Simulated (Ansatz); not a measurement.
A computed series for Be: response to strain

Take Be in the hcp (Mg type) structure (space group P6_3/mmc, No. 194; a = 2.263 Å, c = 3.566 Å; relaxed with 0.1 eV smearing) as the base. Axes: x lies along a and z along c of the hexagonal cell.

Strains are applied to the cell and any free atomic positions relax.

Method: Ansatz (a quantum-chemistry and plane-wave program) PBE, without spin-orbit coupling.

Notes on the quantities. energy relative to the base: free energy F; pressure: mean of the normal stresses, compression positive.

```csv
variant,energy relative to the base,shortest interatomic distance,pressure
base,0 meV/atom,2.211 Å,0.0 GPa
uniaxial strain ε_zz = −2.50 %,+6.1 meV/atom,…,3.6 GPa
uniaxial strain ε_zz = −2.00 %,+3.9 meV/atom,2.182 Å,2.9 GPa
uniaxial strain ε_zz = −1.00 %,+1.0 meV/atom,2.196 Å,1.4 GPa
uniaxial strain ε_zz = −0.50 %,+0.2 meV/atom,2.203 Å,…
uniaxial strain ε_zz = +0.50 %,+0.2 meV/atom,2.218 Å,-0.7 GPa
uniaxial strain ε_zz = +1.00 %,+0.9 meV/atom,2.225 Å,-1.3 GPa
uniaxial strain ε_zz = +2.00 %,+3.6 meV/atom,2.239 Å,…
uniaxial strain ε_zz = +2.50 %,+5.6 meV/atom,…,-3.1 GPa
uniaxial strain ε_zz = +3.00 %,+8.1 meV/atom,2.254 Å,-3.7 GPa
```

Some entries are withheld; estimate them.


- uniaxial strain ε_zz = −2.50 %, shortest interatomic distance: 2.175 Å
- uniaxial strain ε_zz = −0.50 %, pressure: 0.7 GPa
- uniaxial strain ε_zz = +2.00 %, pressure: -2.5 GPa
- uniaxial strain ε_zz = +2.50 %, shortest interatomic distance: 2.247 Å

Stability against distortions was not tested.
